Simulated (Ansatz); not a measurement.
We consider NiAs-type NiS (model structure), described by r²SCAN (hard PAW; Ansatz, a quantum-chemistry and plane-wave program).

Settings: plane-wave cutoff 920 eV, 18×18×8 k mesh (along the axes of the cell as run), Fermi–Dirac smearing 0.05 eV, magnetic order afm, spin-polarised with opposed moments.

Cell (relaxed at this level):

NiS has the hexagonal space group P6₃/mmc (No. 194), the NiAs type structure, Pearson symbol hP4. Cell: a = b = 3.4675 Å, c = 5.4032 Å, α = β = 90.00°, γ = 120.00°. Ni on 2a is surrounded by 6 S at 2.415 Å (octahedral). S on 2c is surrounded by 6 Ni at 2.415 Å. (Neighbours: up to the widest gap in distance over summed covalent radii, below 1.35, at either atom; cation-cation and far metal-metal contacts left out.)

### Question
Estimate the band gap that the calculation returns.

### Answer

- band gap: 0.74 eV (on the SCF k mesh)

Note: the magnetic order was assumed, not searched for or taken from measurement; the relaxation could raise the start's symmetry but not lower it, so the cell can be a saddle point.

A model structure was made by putting elements into a prototype or built by hand; it is no filed structure, need not be a known phase, and can be a saddle point held by its symmetry.
